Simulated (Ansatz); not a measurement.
CdI2: energy against strain

CdI2 (1T layered, P-3m1, 35.443 Å³/atom and stress up to 0.01 GPa in the relaxed cell, c along z) under an equal strain ε in the (0001) plane with the normal axis free, as in a coherent film. PBE-D3(BJ) in Ansatz, a plane-wave DFT program (PAW, default set), 420 eV, 9×9×5 Γ-centred mesh, Fermi-Dirac smearing 0.05 eV; ions are relaxed, or left where forces stay under 0.02 eV/Å, within the symmetry of each cell.

Here s stands for strain and y for E less E0.

| strain (%) | E less E0 (meV/atom) |
|---|---|
| -3.00 | ? |
| -1.50 | 2.63 |
| -1.00 | 1.16 |
| -0.50 | 0.29 |
| 0.00 | 0.00 |
| 0.50 | 0.28 |
| 1.00 | 1.09 |
| 1.50 | 2.42 |

Fit y of the 7 rows that show it with a parabola. Least squares gives y = 0.003 - 0.0557·s + 1.1210·s². Residuals (row less fit): 0.021, -0.020, -0.021, -0.003, 0.025, 0.022, -0.022; standard error 0.027 (degrees of freedom: 4). The quadratic coefficient over the volume, 1.1210 meV × 10⁴ × 0.1602 / 35.443 Å³, is the biaxial elastic modulus of this plane = 50.7 ± 0.5 GPa (± standard error of the fit, which holds the terms cut off).

Predict the withheld y at s = -3.00 from the fit, and compare with the calculation.

y = 0.003 - 0.0557 × (-3.0) + 1.1210 × (-3.0)² = 10.259 meV/atom. The calculation gives 10.91 meV/atom, 0.651 meV/atom above the prediction (6.0 % of the range of y in the table). The row lies outside the fitted rows, so this is an extrapolation. From the scatter of the fitted rows alone, a prediction at this place has a standard error of 0.102 meV/atom, so the miss is 6.4 times that.

A polynomial of degree 3 through the 12 other runs of the series gives 10.89 there, so most of the miss is curvature that the fit leaves out. Spin-orbit coupling is left out, which can shift these values for the heavy elements here. Rows are the converged runs of the series near zero and its far end; series whose fitted rows scatter by over a few per cent of the range, as at a crossing or softening among them, aren't shown in this form, nor equations of state whose B0' disagrees with the runs' pressures. Most that stay on the fit to the last digits aren't either.
